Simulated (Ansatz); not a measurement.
Defect: interstitial Li in wurtzite ZnO, charge state +1. Calculation: PBE, PAW (plane waves to 420 eV; Ansatz, a program for electronic structure).

Cell of 72 host sites held at the relaxed PBE lattice; a 2×2×2 k-point mesh shifted by half a step along c; Fermi-Dirac width 0.01 eV, spin-restricted; finite-size errors left in. Energies are static. The charge state is imposed; whether it is stable for some Fermi level was not computed. Sites that were not tried may lie lower.

Barriers: single points on a 3×3×3 k-point mesh shifted by half a step along c at the bands' geometries.

The step: several atoms move together, Li the farthest. Atoms about the jump, Cartesian Å from the middle of the jump, before and after:

```csv
atom,x0,y0,z0,x1,y1,z1
Li1,0.00,0.94,0.10,0.00,-0.94,-0.10
O2,0.00,-0.92,-1.81,0.00,-0.95,-1.86
O3,-1.57,0.04,0.77,-1.52,-0.08,0.78
O4,1.57,0.04,0.77,1.52,-0.07,0.78
Zn5,0.00,-1.06,1.54,0.00,-0.96,1.95
O6,0.00,-2.87,0.80,0.00,-2.70,0.78
Zn7,-1.74,-0.06,-1.31,-1.75,0.06,-1.35
Zn8,1.74,-0.06,-1.31,1.75,0.06,-1.35
Zn9,0.00,-2.84,-1.21,0.00,-2.96,-1.35
Zn10,-1.74,1.94,1.55,-1.63,1.85,1.42
Zn11,1.74,1.95,1.54,1.63,1.86,1.42
O12,-1.61,1.88,-1.81,-1.64,1.93,-1.85
O13,1.62,1.88,-1.81,1.64,1.93,-1.85
O14,0.00,2.75,0.77,0.00,2.83,0.80
Zn15,-3.25,-0.94,1.42,-3.25,-0.94,1.42
Zn16,3.26,-0.94,1.42,3.25,-0.94,1.42
Zn17,0.00,2.95,-1.31,0.00,2.86,-1.19
Zn18,0.00,-0.95,-3.84,0.00,-0.95,-3.89
O19,-3.33,-0.98,-1.88,-3.31,-0.97,-1.85
O20,3.33,-0.98,-1.88,3.31,-0.97,-1.85
Zn21,-1.64,-3.79,1.45,-1.62,-3.76,1.42
Zn22,1.64,-3.79,1.45,1.62,-3.77,1.42
O23,0.00,-0.96,3.50,0.00,-0.95,3.81
O24,-1.64,-3.79,-1.84,-1.67,-3.81,-1.85
O25,1.64,-3.79,-1.84,1.67,-3.81,-1.85
```

Where do these atoms stand at the saddle point, and how high is it?


| atom | x | y | z |
|---|---|---|---|
| Li1 | 0.00 | -0.62 | -0.11 |
| O2 | 0.00 | -0.90 | -1.85 |
| O3 | -1.54 | -0.07 | 0.78 |
| O4 | 1.54 | -0.07 | 0.78 |
| Zn5 | 0.01 | -1.09 | 1.92 |
| O6 | 0.00 | -2.74 | 0.80 |
| Zn7 | -1.80 | 0.07 | -1.38 |
| Zn8 | 1.81 | 0.06 | -1.38 |
| Zn9 | 0.00 | -2.87 | -1.27 |
| Zn10 | -1.63 | 1.85 | 1.42 |
| Zn11 | 1.63 | 1.85 | 1.43 |
| O12 | -1.65 | 1.94 | -1.86 |
| O13 | 1.65 | 1.94 | -1.85 |
| O14 | 0.00 | 2.82 | 0.80 |
| Zn15 | -3.25 | -0.95 | 1.42 |
| Zn16 | 3.25 | -0.95 | 1.42 |
| Zn17 | 0.00 | 2.84 | -1.19 |
| Zn18 | 0.00 | -0.93 | -3.88 |
| O19 | -3.33 | -0.99 | -1.87 |
| O20 | 3.34 | -0.99 | -1.87 |
| Zn21 | -1.63 | -3.79 | 1.43 |
| Zn22 | 1.64 | -3.79 | 1.43 |
| O23 | 0.00 | -0.95 | 3.78 |
| O24 | -1.64 | -3.78 | -1.83 |
| O25 | 1.65 | -3.78 | -1.83 |
It lies 0.66 eV above the start and 0.027 eV above the end. The program found a first-order saddle point.
